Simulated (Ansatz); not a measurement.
We consider HfO₂ (P4₂/nmc, No. 137; high-temperature phase), described by PBE-D4 (Ansatz, a first-principles code, PAW).

Settings: plane-wave cutoff 500 eV, 12×12×8 k mesh (along the axes of the cell as run), gaussian smearing 0.02 eV, scalar-relativistic PAW data made under PBE.

Computed at the level's own relaxed cell.

Question: Estimate the equilibrium volume per atom, lattice constant a, lattice parameter c and band gap that the calculation returns.

Answer: 
- equilibrium volume per atom: 11.21 Å³/atom
- lattice constant a: 3.589 Å
- lattice parameter c: 5.223 Å
- band gap: 4.68 eV (on the SCF k mesh)

Note: the relaxation could not lower the start's symmetry, so the cell can be a saddle point above a distorted one.

Spin–orbit coupling is not included.

Computed values are for the static lattice.
